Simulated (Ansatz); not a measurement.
Input and output of a relaxation of cell and atoms for LaNi2B2C (I4/mmm, 6 atoms in the cell) (Ansatz, a quantum-chemistry and plane-wave program).

Method of the run: PBEsol, default PAW files made with PBE (plane waves; Ansatz).

The change in words: atoms on their sites; relax: default → cell and atoms. Reference geometry:
```
LaNi2B2C
1.0
   -1.87976     1.87976     4.88465
    1.87976    -1.87976     4.88465
    1.87976     1.87976    -4.88465
La Ni B C
1 2 2 1
Direct
  0.00512   0.00512   0.00000
  0.75000   0.25000   0.50000
  0.25000   0.75000   0.50000
  0.34813   0.34813   0.00000
  0.65187   0.65187   0.00000
  0.50000   0.50000   0.00000
```

Reference input (self-consistent single point, DFT, PBEsol, plane waves, default PAW files made with PBE): basis.ecutwfc = 420 eV; kpoints.mp_grid.grid = 8 8 8; hamiltonian.xc = pbesol; hamiltonian.pseudopotentials = {kind: paw} (the program's default PAW files); scf.occupations.method = fermi_dirac; scf.occupations.width = 0.1 eV. This run's input differs from it in these lines:

```diff
@@ -6,3 +6,3 @@
   atoms:
-    - { symbol: La, position: [0.00511800, 0.00511800, 0.00000000] }
+    - { symbol: La, position: [0.00000000, 0.00000000, 0.00000000] }
     - { symbol: Ni, position: [0.75000000, 0.25000000, 0.50000000] }
@@ -25,2 +25,4 @@
     width: 0.1 eV
+relax:
+  cell: {}
 output:
```

Output (repeated stretches shortened):

```
   [... SCF lines of the steps left out ...]
relax step   1: F+E_penalty+E_count = -18326.07206151 eV  Δ(F+E_penalty+E_count) = +0.000e0 eV  max|allowed force component| = 2.706e-1 eV/Å  Δτ_max = 0.0000 Å  P = -1.555 GPa  Ω = 69.040 Å³  (7 SCF iters, dr2 threshold 1.00e-7 eV, accepted)
relax step   2: F+E_penalty+E_count = -18326.07865091 eV  Δ(F+E_penalty+E_count) = -6.589e-3 eV  max|allowed force component| = 1.760e-1 eV/Å  Δτ_max = 0.0016 Å  P = -0.204 GPa  Ω = 68.476 Å³  energy of the carried Pulay correction = +5.194e-4 eV  [...]
relax step   3: F+E_penalty+E_count = -18326.07999329 eV  Δ(F+E_penalty+E_count) = -1.342e-3 eV  max|allowed force component| = 5.005e-3 eV/Å  Δτ_max = 0.0045 Å  P = -0.077 GPa  Ω = 68.352 Å³  energy of the carried Pulay correction = +6.342e-4 eV  [...]
relax step   4: F+E_penalty+E_count = -18326.08006998 eV  Δ(F+E_penalty+E_count) = -7.669e-5 eV  max|allowed force component| = 5.467e-3 eV/Å  Δτ_max = 0.0006 Å  P = +0.008 GPa  Ω = 68.324 Å³  energy of the carried Pulay correction = +6.610e-4 eV  [...]
relax step   5: F+E_penalty+E_count = -18326.07942674 eV  Δ(F+E_penalty+E_count) = +6.432e-4 eV  max|allowed force component| = 5.490e-3 eV/Å  Δτ_max = 0.0000 Å  P = -0.002 GPa  Ω = 68.324 Å³  stress off target by 4.20e-2 GPa  SCF on the basis [...]
basis re-selected at this cell: Δ(F+E_penalty+E_count) = +6.432e-4 eV, ΔP = -0.010 GPa vs the last step
the relaxation is at rest under the 16 symmetry operations that the run kept from its start: a minimum is not shown …
Free energy (F): -18326.079427 eV
Internal energy: -18326.000959 eV  (E = F + TS)
E sigma→0 (E₀):  -18326.040193 eV
Entropy (-TS):   -0.078468 eV (-13.078 meV/atom)
Fermi energy:    14.841009 eV
--- Forces (eV/Å), atoms counted from 1 ---
  atom   1  La     0.00000000     0.00000000     0.00000000
   [... lines left out ...]
  cell:  # Å, volume = 68.3236 Å³
   [... lines left out ...]
    - { symbol: Ni, position: [0.75, 0.25, 0.5] }
    - { symbol: Ni, position: [0.25, 0.75, 0.5] }
    - { symbol: B, position: [0.3474454519384867, 0.3474454519384867, -1.004371920065288e-35] }
    - { symbol: B, position: [0.6525545480615134, 0.6525545480615134, -2.9139551118383748e-36] }
    - { symbol: C, position: [0.5, 0.5, -9.830676259240995e-36] }
```

The run converged.  The full log also holds: “iter 5 did not close the SCF: its close was put off for the readings that it lacked (scf_convergence_deferred on its scf_iter line)”. The full log also holds: “iter 5 did not close the SCF: its close was put off for the readings that it lacked (scf_convergence_deferred on its scf_iter line)”.

Summary of the result:
* **Free energy E − TS (on the zero of these files)**: -18326.0794 eV
* **Fermi level (on the code's own zero)**: 14.84 eV
* **Pressure**: 0.00 GPa
* **Largest force (vector length)**: 0.005 eV/Å
* **Final cell**: a = 5.557 Å, b = 5.557 Å, c = 5.557 Å, α = 140.69°, β = 140.69°, γ = 56.81°
* **Final volume per atom**: 11.39 Å³
* **Relaxation steps**: 5

The starting cell comes from a database of computed structures (which also holds hypothetical and non-ambient phases and stackings), without a prior relaxation at this level. Its lattice was rescaled by up to half a per cent. Spin polarisation is off. The relaxation keeps the symmetry of its start, so its end need not be a minimum. Ansatz's pressure includes its estimate of the finite-basis (Pulay) stress.

Cost on one core of a shared machine: roughly 50 s.

Keys are those of Ansatz 0.2.
